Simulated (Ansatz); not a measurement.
Cubic perovskite SrVO3 was calculated with PBE+U in Ansatz (PAW).

Run with plane-wave cutoff 520 eV, 18×18×18 k mesh, Fermi–Dirac smearing 0.038 eV (set by the program), U_eff V 3.25 eV, no spin polarisation, scalar-relativistic PAW data made under PBE.

Computed at the level's own relaxed cell.

Hill averages of the elastic tensor: K = 179.4 GPa, G = 99.6 GPa. Volume 11.536 Å³/atom, mean atomic mass 37.312 u.

Q: Work out the density, the sound velocities of a polycrystal and the elastic Debye temperature, and Pugh's ratio at this level.

A: ρ = 1.66054 × 37.312/11.536 = 5.371 g/cm³. v_l = √[(K + 4G/3)/ρ] = 7.624 km/s and v_t = √(G/ρ) = 4.306 km/s. The mean follows from 3/v_m³ = 1/v_l³ + 2/v_t³: v_m = 4.789 km/s. Θ_D = (ħ/k_B) v_m (6π²/V)^(1/3) = 76.38 K Å s/km × 4.789 × 1.7250 Å⁻¹ = 631 K, counting all atoms of the cell. K/G = 1.80, to be set beside Pugh's rough bound of 1.75 between brittle and ductile metals.

Ansatz is a first-principles code.
